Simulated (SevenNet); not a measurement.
AlB2-type TiB₂

These are the machine-learned potential SevenNet-l3i5 (trained on PBE and PBE+U data) values and carry that method's errors.

Cell (relaxed at this level):

TiB₂ is modelled in the hexagonal space group P6/mmm (No. 191), Pearson symbol hP3. Cell: a = 3.032 Å, b = 3.032 Å, c = 3.233 Å, α = 90.00°, β = 90.00°, γ = 120.00°. Ti on 1a is coordinated by 12 B at 2.383 Å and 6 Ti at 3.032 Å and 2 Ti at 3.233 Å. B on 2d has 3 B at 1.751 Å and 6 Ti at 2.383 Å. (Neighbours: up to the widest gap in distance over summed covalent radii, below 1.35, at either atom; cation-cation and far metal-metal contacts left out.)

```json
{
 "equilibrium_lattice_constant_a": "3.032 Å",
 "lattice_parameter_c": "3.233 Å"
}
```

Measured, for comparison: lattice constant a 3.029 Å, lattice parameter c 3.229 Å (293 K, no zero-point or thermal correction; as tabulated in R. G. Munro, J. Res. NIST 105, 709 (2000), Material Properties of Titanium …). Computed (rounded) less measured: lattice constant a +0.1 %, lattice parameter c +0.1 %.

A machine-learned potential is trained on density-functional data: it inherits that level's misses and adds fitting errors of its own.
